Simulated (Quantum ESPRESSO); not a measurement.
Quick settings and what they miss: Mg₆ZnGa (Amm2, 8 atoms in the cell)

Self-consistent single point.

```xyz
8
Lattice="4.9452 0.0000 0.0000 0.0000 3.1618 5.3300 0.0000 -3.1618 5.3300" Properties=species:S:1:pos:R:3 pbc="T T T"
Mg     2.4726     1.5806     6.2245
Mg     2.4726    -1.5806     6.2245
Mg     0.0000     1.5875     4.4108
Mg     0.0000    -1.5875     4.4108
Mg     0.0000     0.0000     7.1373
Mg     0.0000     0.0000     1.8000
Zn     2.4726     0.0000     8.8808
Ga     2.4726     0.0000     3.5516
```

Method of the run: LDA (PW92), PseudoDojo standard norm-conserving (LDA) pseudopotentials (plane waves; Quantum ESPRESSO).

Base settings: ecutwfc = 85 Ry; occupations = smearing; smearing = cold; degauss = 0.0073499 Ry; potentials = {Mg: Mg.upf, Zn: Zn.upf, Ga: Ga.upf}; K_POINTS = automatic 5 4 4 0 0 0; conv_thr = 1e-09 Ry; mixing_beta = 0.7.

Tight run (finer mesh or higher cutoff; not a proven limit): ecutwfc: 85 Ry → 119 Ry; conv_thr: 1e-09 Ry → 7.3e-11 Ry; K_POINTS: automatic 5 4 4 0 0 0 → automatic 7 6 6 0 0 0. It gave Fermi level (on the code's own zero) 7.10 eV; pressure -3.07 GPa; largest force (vector length) 0.098 eV/Å.

Quick runs, as changes from the base:
- A: the base itself
- B: K_POINTS: automatic 5 4 4 0 0 0 → automatic 4 4 4 1 1 1; potentials: PseudoDojo standard norm-conserving (PBESOL) [PBEsol]
- C: ecutwfc: 85 Ry → 51 Ry; K_POINTS: automatic 5 4 4 0 0 0 → automatic 1 1 1 1 1 1
- D: ecutwfc: 85 Ry → 59 Ry; conv_thr: 1e-09 Ry → 7.3e-06 Ry; K_POINTS: automatic 5 4 4 0 0 0 → automatic 4 4 4 0 0 0
- E: ecutwfc: 85 Ry → 51 Ry; smearing: cold → gauss; degauss: 0.0073499 Ry → 0.019992 Ry; K_POINTS: automatic 5 4 4 0 0 0 → automatic 6 6 6 1 1 1
- F: ecutwfc: 85 Ry → 42 Ry; K_POINTS: automatic 5 4 4 0 0 0 → automatic 2 2 2 0 0 0; potentials: PseudoDojo standard norm-conserving (PBESOL) [PBEsol]

Energies are extrapolated to zero smearing width, which holds to low order in the width alone (under cold and Methfessel-Paxton smearing the free energy itself is taken).

Dashes: energy of B, F, another energy zero; time of C, under 30 s; pressure of D, not trusted under this conv_thr with d or f elements.

† marks runs with another functional, U, potentials or spin treatment: their distance from the tight run is not a convergence error alone.

The count of work is k-points × plane waves × bands × iterations; it is no time. Core times come from one kind of shared machine and are given to one figure; runs under 30 s give none.

The starting cell comes from a database of computed structures (which also holds hypothetical and non-ambient phases and stackings), without a prior relaxation at this level. Its lattice was rescaled by a random factor within 2.5 % of one. In the base run, with a pressure of about -3 GPa the cell is away from its equilibrium volume at this level.

```
run  energy less tight (meV/atom)  pressure less tight (GPa)  largest miss in a force vector (eV/Å)  count of work / tight  core time / tight (rough)
---  ----------------------------  -------------------------  -------------------------------------  ---------------------  -------------------------
A                            -9.2                      -0.04                                  0.017                   0.20                        0.2
B†                              –                       1.51                                  0.184                   0.12                        0.1
C                          2971.2                    -179.72                                  0.346                 0.0049                          –
D                           712.9                          –                                  0.050                  0.071                       0.07
E                          3690.7                    -175.89                                  0.021                   0.16                        0.2
F†                              –                    -511.81                                  0.137                  0.024                       0.02
```

Among the runs at the tight run's level, the energy misses run from 9.2 to 3690.7 meV/atom.
